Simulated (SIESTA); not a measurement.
Band structure of SiC (P6_3mc, 4 atoms in the cell).

```
SiC
1.0
    3.02065     0.00000     0.00000
   -1.51032     2.61596     0.00000
    0.00000     0.00000     4.95847
Si C
2 2
Cartesian
  0.00000   1.74397   2.47725
  1.51032   0.87198   4.95649
  0.00000   1.74397   4.34065
  1.51032   0.87198   1.86141
```

Method: SIESTA with GGA PBE, numerical atomic orbitals DZP, PseudoDojo PBE standard norm-conserving potentials (rewritten from UPF to PSML).

Settings: XC.functional = GGA; XC.authors = PBE; potentials = PseudoDojo PBE standard; PAO.BasisSize = DZP; PAO.EnergyShift = 0.01 Ry; MeshCutoff = 300 Ry; kgrid.MonkhorstPack = 13 13 7; OccupationFunction = FD; ElectronicTemperature = 10 K; MaxSCFIterations = 150; SCF.Mixer.Method = Pulay; SCF.Mixer.Weight = 0.2; SCF.Mixer.History = 8; SCF.DM.Tolerance = 1.0E-05.

The starting cell comes from a database of computed structures (which also holds hypothetical and non-ambient phases and stackings), without a prior relaxation at this level. Its lattice was rescaled by a random factor within 2.5 % of one. Values carry the incompleteness of an atom-centred basis.

Problem. Predict the gap along the standard path and the places of the band edges.

Solution. The gap along the path is 2.16 eV, from Γ to K; the smallest direct gap on it is 4.05 eV.

Levels in eV from the top of the valence band on the path, bands 5 to 9:
| point | 5 | 6 | 7 | 8 | 9 |
|---|---|---|---|---|---|
| Γ | -1.34 | -0.06 | 0.00 | 0.00 | 5.37 |
| M | -5.67 | -3.46 | -3.44 | -1.20 | 2.84 |
| K | -6.34 | -4.23 | -4.23 | -4.03 | 2.16 |
| A | -0.72 | -0.72 | -0.72 | -0.72 | 6.63 |
| L | -2.53 | -2.53 | -2.38 | -2.38 | 3.42 |
| H | -5.96 | -5.96 | -1.76 | -1.76 | 5.39 |

Higher empty bands are left out: an atom-centred basis made for the valence describes them poorly.
